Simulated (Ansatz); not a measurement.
AlN: pressure series

Base system: AlN in the wurtzite structure (space group P6_3mc, No. 186; a = 3.107 Å, c = 4.978 Å).

Cell and atoms are relaxed at each pressure.

All numbers come from r2SCAN (Ansatz, a program for electronic structure; PAW; 500 eV plane waves; spin-orbit coupling left out), earlier PAW set.

| P (GPa) | V (Å³/atom) |
|---|---|
| -2.00 | 10.503 |
| -1.00 | 10.452 |
| 0.90 | 10.357 |
| 2.10 | 10.300 |
| 4.51 | 10.189 |
| 9.01 | 9.996 |
| 15.01 | 9.763 |
| 22.51 | 9.502 |
| 30.01 | 9.270 |

A third-order Birch–Murnaghan fit to these points gives V₀ = 10.40 Å³/atom, B₀ = 210 GPa and B₀′ = 3.7. At pressure 30 GPa the volume is 89.1 % of V₀.

Between the base and pressure 22.5 GPa the gap moves from 4.87 eV to 5.67 eV, a mean slope of 35 meV/GPa.

Load acts through the strain it causes; cell and atoms are relaxed under it. Whether these cells are dynamically stable was not tested. Measured, AlN leaves this structure (for rock salt) near 14 GPa (temperature not stated; as listed in Datta, Sujoy, Jana, Debnarayan, arXiv (2020)), on rising pressure, with hysteresis.
